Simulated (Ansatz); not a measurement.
# Short convergence ladders for a (111) slab of NaAu2 (cut from a parent of space group no. 227; 12 atoms in the cell)

```yaml
crystal:
  lattice:
    - [5.56193, 0.00000, 0.00000]
    - [2.78097, 4.81677, 0.00000]
    - [0.00000, 0.00000, 21.37960]
  atoms:
    - { symbol: Au, position: [0.68045, 0.18045, 0.32742] }
    - { symbol: Au, position: [0.34712, 0.34712, 0.43362] }
    - { symbol: Au, position: [0.18045, 0.18045, 0.32742] }
    - { symbol: Au, position: [0.18045, 0.68045, 0.32742] }
    - { symbol: Au, position: [0.01379, 0.51379, 0.53983] }
    - { symbol: Au, position: [0.68045, 0.68045, 0.64603] }
    - { symbol: Au, position: [0.51379, 0.51379, 0.53983] }
    - { symbol: Au, position: [0.51379, 0.01379, 0.53983] }
    - { symbol: Na, position: [0.68045, 0.68045, 0.40707] }
    - { symbol: Na, position: [0.01379, 0.01379, 0.46017] }
    - { symbol: Na, position: [0.01379, 0.01379, 0.61948] }
    - { symbol: Na, position: [0.34712, 0.34712, 0.67258] }
```

Base method: PBEsol, default PAW files made with PBE (plane waves; Ansatz, a first-principles code).

Base settings: basis.ecutwfc = 30.9 Ry; kpoints.mp_grid.grid = 4 4 1; hamiltonian.xc = pbesol; hamiltonian.pseudopotentials = {kind: paw} (the program's default PAW files); scf.occupations.method = fermi_dirac; scf.occupations.width = 0.0073 Ry.

The count of work is k-points × plane waves × bands × iterations; it is no time. Core times come from one kind of shared machine, to one figure; runs under 30 s give none.

**The vacuum**

The mesh stays at the base's, so the ladder's end is converged at best in this setting alone.

Only quantities that move along the ladder and can be compared are tabulated.

| vacuum between outermost atoms (Å) | free energy less the last step's (meV/atom) | largest difference of a force vector from the last step's (eV/Å) | count of work / last |
|---|---|---|---|
| 3.0 | -82.58 | 0.402 | 0.22 |
| 4.0 | -29.46 | 0.298 | 0.27 |
| 5.0 | -10.73 | 0.135 | 0.30 |
| 6.0 | -5.56 | 0.074 | 0.36 |
| 7.0 | -3.83 | 0.051 | 0.38 |
| 8.0 | -2.97 | 0.039 | 0.41 |
| 10.0 | -2.00 | 0.026 | 0.46 |
| 12.0 | -1.43 | 0.018 | 0.52 |
| 14.0 | -1.05 | 0.013 | 0.57 |
| 17.0 | -0.67 | 0.008 | 0.65 |
| 20.0 | -0.42 | 0.005 | 0.73 |
| 25.0 | -0.17 | 0.002 | 0.87 |
| 30.0 | 0.00 | 0.000 | 1.0 |

Smallest vacuum between outermost atoms (Å) that holds the free energy within 5 meV/atom of the last step, with all finer ones: 7.0, at 0.38 of the last step's count of work; the step before is off by 5.6 meV/atom.

**The k-point mesh**

Only quantities that move along the ladder and can be compared are tabulated.

```csv
kpoints.mp_grid.grid,free energy less the last step's (meV/atom),largest difference of a force vector from the last step's (eV/Å),count of work / last,core time / last (rough)
2 2 1,52.10,0.333,0.060,–
3 3 1,-7.86,0.269,0.090,–
4 4 1,-18.88,0.174,0.12,–
5 5 1,-5.21,0.057,0.15,–
6 6 1,-1.67,0.033,0.19,–
7 7 1,-0.54,0.033,0.22,–
8 8 1,-0.54,0.037,0.27,0.3
9 9 1,0.02,0.017,0.32,0.4
11 11 1,0.54,0.005,0.43,0.7
13 13 1,0.20,0.006,0.57,0.8
15 15 1,-0.07,0.003,0.73,0.7
18 18 1,0.00,0.000,1.0,1
```

Coarsest kpoints.mp_grid.grid that holds the free energy within 1 meV/atom of the last step, with all finer ones: 7 7 1, at 0.22 of the last step's count of work; the step before is off by 1.7 meV/atom.

Coarsest kpoints.mp_grid.grid that holds the forces within 0.02 eV/Å of the last step, with all finer ones: 9 9 1, at 0.32 of the last step's count of work and about 0.4 of the last step's time; the step before is off by 0.037 eV/Å.

**The depth of the slab**

On a (111) slab of NaAu2 (cut from a parent of space group no. 227; 6 atoms in the cell), and deeper slabs.

Surface energy = (E_slab − N e_bulk)/2A, with e_bulk from the bulk crystal on its finest mesh (104 k-points); errors per atom of slab and bulk, whose meshes differ, grow with N.

The mesh stays at the base's, so the ladder's end is converged at best in this setting alone.

Only quantities that move along the ladder and can be compared are tabulated.

```tsv
atoms	unrelaxed surface energy (J/m²)	count of work / last	core time / last (rough)
6	0.859	0.065	–
12	0.838	0.16	–
18	0.819	0.30	0.2
24	0.809	0.51	0.3
30	0.778	0.67	0.6
36	0.761	1.0	1
```

Smallest size that holds the unrelaxed surface energy within 0.02 J/m²: not settled: the last two steps still differ by 0.017 J/m², over half the tolerance, so the ladder does not show it.

On the base run: the starting cell comes from a database of computed structures (which also holds hypothetical and non-ambient phases and stackings), without a prior relaxation at this level. The slab is cut from that crystal, and its faces are unrelaxed. Its lattice was rescaled by up to half a per cent. The two faces of this cut differ, and no dipole correction was used.

Left out of this page: 1 run of the series outside the window shown, repeating another row's setting, or not comparable.

Keys are those of Ansatz 0.2.
